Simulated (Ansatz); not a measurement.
The cell is made up: elements placed on another compound's structure type, so the phase may be hypothetical.

By PBEsol, the system below comes out a metal.

Without scattering a metal conducts by its projected Fermi surface.

Consider the following.

```
AlMo3N
1.0
    4.07313     0.00000     0.00000
    0.00000     4.07313     0.00000
    0.00000     0.00000     4.07313
Al Mo N
1 3 1
Direct
  0.00000   0.00000   0.00000
  0.00000   0.50000   0.50000
  0.50000   0.00000   0.50000
  0.50000   0.50000   0.00000
  0.50000   0.50000   0.50000
```

Space group of this cell: Pm-3m, anti-perovskite. The cell was relaxed by PBE-D3(BJ).

The current flows along the normal of the first two printed cell vectors. No spin-orbit coupling; the value is a mean over 0.1 eV about the Fermi level.

Problem. Estimate the ballistic conductance per area that Ansatz (an electronic-structure program) with PBEsol returns for this system.

Solution. 0.80 × 10¹⁵ S/m² for both spins.
